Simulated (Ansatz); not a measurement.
Start from PbS in the rock salt structure (space group Fm-3m, No. 225; a = 5.9747 Å).

All numbers come from Ansatz (a first-principles code), r2SCAN, PAW, cutoff 500 eV, spin-orbit coupling left out.

For the base:

Lattice parameter a: 5.975 Å

Now apply this change: a hydrostatic pressure of 15 GPa.

Problem. Predict the new lattice parameter a.

Solution. The lattice parameter a shrinks by 0.3464 Å to 5.628 Å.

Load acts through the strain it causes; cell and atoms are relaxed under it. Whether these cells are dynamically stable was not tested. Competing high-pressure phases were not computed.
